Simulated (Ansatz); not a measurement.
# CsSnI3: stress against strain

CsSnI3 (cubic perovskite, Pm-3m, 46.081 Å³/atom at rest, cube axes along x, y and z) under a strain ε along a cube axis (axis z), the other axes held. PBEsol in Ansatz, a plane-wave DFT program (PAW, default set), 420 eV, 8×8×8 Γ-centred mesh, Fermi-Dirac smearing 0.05 eV; ions are relaxed within the symmetry of each cell. Stress is positive for a compressed cell.

Here s stands for strain and y for stress zz.

```csv
strain (%),stress zz (GPa)
-1.20,0.57
-0.60,0.28
0.00,0.00
0.60,-0.26
1.20,-0.50
3.00,?
```

Taking a straight line for y over the 5 complete rows: Means: s 0, y 0.018. About the means, the sum of products is -1.6080 and the sum of squares of s is 3.6000; the slope is their ratio. Least squares gives y = 0.018 - 0.4467·s. Residuals (row less fit): 0.016, -0.006, -0.018, -0.010, 0.018; standard error 0.019 (degrees of freedom: 3). The slope gives the elastic constant C11 = 45 ± 1.0 GPa.

Task: What does the fit predict for y at s = 3.00, and how far is the calculated value from it?

Result: y = 0.018 - 0.4467 × 3.0 = -1.322 GPa. The calculation gives -1.12 GPa, 0.202 GPa above the prediction (12.0 % of the range of y in the table). The row lies outside the fitted rows, so this is an extrapolation. From the scatter of the fitted rows alone, a prediction at this place has a standard error of 0.036 GPa, so the miss is 5.6 times that.

One order more, fitted to all 11 runs of the series, follows each within 0.01, so the miss is the next term of a smooth law. This level leaves no gap over 0.05 eV at strain -1.20, where the mesh may be coarse. The primitive cell can neither tilt nor turn polar against its symmetry, as such crystals can under strain. CsSnI3 is here the ideal cubic form; the compound distorts at low or room temperature. Rows are the converged runs of the series near zero and its far end; series whose fitted rows scatter by over a few per cent of the range, as at a crossing or softening among them, aren't shown in this form. Most that stay on the fit to the last digits aren't either.
